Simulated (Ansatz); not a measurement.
**Input and output of a self-consistent single point for Mg₃Au (P6_3/mmc, 8 atoms in the cell) (Ansatz, a first-principles code)**

Method of the run: LDA (PW92), default PAW files made with PBE (plane waves; Ansatz).

Input as run:

Ansatz 0.2 input:
```yaml
crystal:
  lattice:
    - [4.649858, 0.000000, 0.000000]
    - [-2.324929, 4.026896, 0.000000]
    - [0.000000, 0.000000, 8.451419]
  atoms:
    - { symbol: Mg, position: [0.000000, 0.000000, 0.250000] }
    - { symbol: Mg, position: [0.000000, 0.000000, 0.750000] }
    - { symbol: Mg, position: [0.333333, 0.666667, 0.922630] }
    - { symbol: Mg, position: [0.666667, 0.333333, 0.077370] }
    - { symbol: Mg, position: [0.666667, 0.333333, 0.422630] }
    - { symbol: Mg, position: [0.333333, 0.666667, 0.577370] }
    - { symbol: Au, position: [0.333333, 0.666667, 0.250000] }
    - { symbol: Au, position: [0.666667, 0.333333, 0.750000] }
basis:
  ecutwfc: 420.0
kpoints:
  mp_grid: { grid: [7, 7, 3] }
hamiltonian:
  xc: lda
  pseudopotentials: { kind: paw }
scf:
  occupations: { method: gaussian, width: 0.1 }
output:
  forces: true
  eigenvalues: true
  stress: true
```

Log, with long lists cut:

```
WARN the atoms were moved onto the symmetric positions of the space group found under crystal.symmetry.tolerance 1.0e-5 (fractional …
WARN ansatz: RAYON_NUM_THREADS=1 ignored (pool sized by the plan → 1); use --threads N
Pseudopotentials: kind: paw
Pseudopotential: Mg, paw, valence charge 10
Pseudopotential: Au, paw, valence charge 19
Crystal: 8 atoms, lattice volume = 158.249 Å³
Basis set: ecut = 420 eV, 3083 PW (Γ)
Bands: 59, of which v1, the nominal top of the filled ones, is band 49 counted from 1 (48 counted from 0)
Symmetry: 24 space group operations
Space group: P63/mmc (ITA 194), of the structure as read, at distance tolerance 5.4e-5 Å
k-points: 16 of 147
PAW frozen core: Mg, regenerated for the run's functional, and the local potential with it
PAW frozen core: Au, regenerated for the run's functional, and the local potential with it
Initial density: superposition of atomic densities (neutral atoms: chi_scale 0, normalization atom), corrected by the library's trained network
Initial wavefunctions: pseudopotential atomic-orbital guess
Eigensolver: davidson
Functional: x = slater, c = lda
SCF iter   1: F=—  HF=-37142.994564 eV  |F-HF|=—  |Δ(HF+E_count)|=         —  Δρ=6.54e-3  dr2=2.51e-2  ethr=1.77e-3  ⟨swp⟩=8.3  Hψ=3707  notcnv=0  defer=8
all-band conjugate gradients solve this SCF's bands
preconditioner: auto → Resta (q_TF=auto, 2.519 Å⁻¹)
SCF iter   2: F=—  HF=-37142.970810 eV  |F-HF|=—  |Δ(HF+E_count)|=   2.38e-2  Δρ=2.59e-3  dr2=5.62e-3  ethr=2.56e-5  ⟨swp⟩=2.0  Hψ=1701  notcnv=0  defer=15
preconditioner: auto → Kerker (q_TF=auto, 2.519 Å⁻¹)
SCF iter   3: F=—  HF=-37142.968745 eV  |F-HF|=—  |Δ(HF+E_count)|=   2.06e-3  Δρ=7.17e-4  dr2=1.12e-3  ethr=5.74e-6  ⟨swp⟩=2.0  Hψ=1540  notcnv=0  defer=15
SCF iter   4: F=—  HF=-37142.968549 eV  |F-HF|=—  |Δ(HF+E_count)|=   1.96e-4  Δρ=1.82e-4  dr2=7.71e-5  ethr=1.14e-6  ⟨swp⟩=2.0  Hψ=1093  notcnv=0  defer=15
SCF iter   5: F=—  HF=-37142.968521 eV  |F-HF|=—  |Δ(HF+E_count)|=   2.80e-5  Δρ=7.74e-5  dr2=1.57e-5  ethr=7.87e-8  ⟨swp⟩=2.0  Hψ=1517  notcnv=0  defer=15
SCF iter   6: F=—  HF=-37142.968517 eV  |F-HF|=—  |Δ(HF+E_count)|=   3.48e-6  Δρ=2.24e-5  dr2=1.34e-6  ethr=1.60e-8  ⟨swp⟩=2.0  Hψ=1123  notcnv=0  defer=15
SCF iter   7: F=—  HF=-37142.968517 eV  |F-HF|=—  |Δ(HF+E_count)|=   1.67e-7  Δρ=6.21e-6  dr2=1.04e-7  ethr=1.37e-9  ⟨swp⟩=2.0  Hψ=1038  notcnv=0  defer=15
SCF iter   8: F=-37142.968517 eV  HF=-37142.968517 eV  |F-HF|=3.49e-9  |Δ(HF+E_count)|=   1.56e-8  Δρ=1.97e-6  dr2=4.02e-9  ethr=1.02e-10  ⟨swp⟩=9.6  Hψ=3919  notcnv=0
SCF 1 converged in 8 iterations: F = -37142.968517 eV  dr2 = 4.02e-9
SCF converged after 8 iterations
Free energy (F): -37142.968517 eV
Harris-Foulkes:  -37142.968517 eV  (|F-HF|=3.49e-9)
Internal energy: -37142.956652 eV  (E = F + TS)
E sigma→0 (E₀):  -37142.962585 eV
Entropy (-TS):   -0.011866 eV (-1.483 meV/atom)
Fermi energy:    9.160764 eV
--- Per-component energies (eV) ---
  E_band       = -2789.914862
  E_kinetic    = 1664.927874
  E_local      = -14465.305068  (includes V_loc(G=0)·N_el)
  E_nonlocal   = 733.039679
  E_hartree    = 5477.588652
  E_xc         = -628.751257
  E_vxc        = -777.992169  (∫ρ·V_xc dr)
  E_paw        = -20469.702657  (= ΣΔE_a)
  E_vpaw       = -899.769174  (= ΣTr[D̂ρ^β])
  E_aug_tail   = 0.002588  (compensation charges beyond the density's cutoff)
  E_ewald      = -9456.704775
  E_core_change = 1.948311  (= ΣΔE_core)
  E_smearing   = -0.011866  (= −TS)
  E_closure    = 0.000000  (closes the sum)
  Σ components = -37142.968517   (vs F -37142.968517, Δ=0.00e0)
--- Forces (eV/Å), atoms counted from 1 ---
  atom   1  Mg    -0.00000000    -0.00000000     0.00000000
  atom   2  Mg    -0.00000000     0.00000000     0.00000000
  atom   3  Mg    -0.00000000    -0.00000000     0.01732727
  atom   4  Mg     0.00000000     0.00000000    -0.01732727
  atom   5  Mg     0.00000000     0.00000000     0.01732727
  atom   6  Mg    -0.00000000    -0.00000000    -0.01732727
  atom   7  Au    -0.00000000     0.00000000     0.00000000
  atom   8  Au     0.00000000    -0.00000000     0.00000000
  max |Σ_I F_I| component: 1.27e-17 eV/Å
--- Stress (GPa, compression-positive) ---
       -2.306203       0.000000       0.000000
        0.000000      -2.306203       0.000000
        0.000000       0.000000      -1.731111
  P = ⅓ Tr σ = -2.1145 GPa (-21.145 kbar)
  The stress holds the Pulay correction. Without it, at fixed plane waves, as pw.x and ABINIT print it: P = -2.1272 GPa
--- Band table (eV; the first three rows and the last of 16) ---
  k-point 0: bands = ["-97.2541", "-97.2541", "-65.8898", "-65.8880", "-65.8859", "-65.8840", "-65.7724", "-65.7724", "-48.5333", "-48.5333", "-48.5333", "-48.5333", "-48.5092", "-48.5092", "-33.3340", "-33.3340", "-33.3311", "-33.3311", "-33.3157", [...]
  k-point 1: bands = ["-97.2541", "-97.2541", "-65.8895", "-65.8886", "-65.8852", "-65.8843", "-65.7724", "-65.7724", "-48.5333", "-48.5333", "-48.5333", "-48.5333", "-48.5092", "-48.5092", "-33.3333", "-33.3333", "-33.3319", "-33.3319", "-33.3149", [...]
  k-point 2: bands = ["-97.2541", "-97.2541", "-65.8896", "-65.8878", "-65.8860", "-65.8842", "-65.7724", "-65.7724", "-48.5334", "-48.5333", "-48.5333", "-48.5333", "-48.5092", "-48.5092", "-33.3344", "-33.3336", "-33.3315", "-33.3309", "-33.3178", [...]
  k-point 15: bands = ["-97.2541", "-97.2541", "-65.8880", "-65.8877", "-65.8861", "-65.8857", "-65.7725", "-65.7725", "-48.5335", "-48.5335", "-48.5333", "-48.5333", "-48.5092", "-48.5092", "-33.3356", "-33.3350", "-33.3292", "-33.3271", [...]
```

The run converged in 8 iterations.

The starting cell comes from a database of computed structures (which also holds hypothetical and non-ambient phases and stackings), without a prior relaxation at this level. Its lattice was rescaled by up to half a per cent. Spin-orbit coupling is off. Ansatz's pressure includes its estimate of the finite-basis (Pulay) stress.
